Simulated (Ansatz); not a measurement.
**A computed series for hypothetical diamond Al: response to strain**

Start from Al in the diamond structure (space group Fd-3m, No. 227; a = 6.050 Å; a hypothetical phase, not in the database extracts checked; relaxed with 0.1 eV smearing). Axes: x, y, z lie along the cube axes.

Strains are applied to the cell and any free atomic positions relax; under biaxial strain the out-of-plane vector relaxes too.

The values are results of plane-wave PAW DFT at the PBE level (Ansatz, a first-principles code, 420 eV), no spin-orbit coupling, not measurements.

Notes on the quantities. pressure: mean of the normal stresses, compression positive.

| change | volume per atom | pressure |
|---|---|---|
| base | 27.68 Å³ | 0.0 GPa |
| biaxial strain +0.13 %, plane normal [001], relaxed out of plane | 27.61 Å³ | 0.1 GPa |
| biaxial strain +2.26 %, plane normal [001], relaxed out of plane | 26.02 Å³ | 2.1 GPa |
| isotropic strain −2.56 % | 25.61 Å³ | 3.4 GPa |
| isotropic strain +1.11 % | 28.61 Å³ | -1.1 GPa |
| uniaxial strain ε_xx = −5.78 % | 26.08 Å³ | 2.4 GPa |
| uniaxial strain ε_xx = −1.12 % | 27.37 Å³ | 0.4 GPa |

Whether these cells are dynamically stable was not tested. Under biaxial strain +0.13 %, plane normal [001], relaxed out of plane and biaxial strain +2.26 %, plane normal [001], relaxed out of plane the cell ends below the base's energy or with stress of the wrong sign: the atoms slid into a distortion or the cell is elastically unstable, so the base is not a stable minimum at this level.
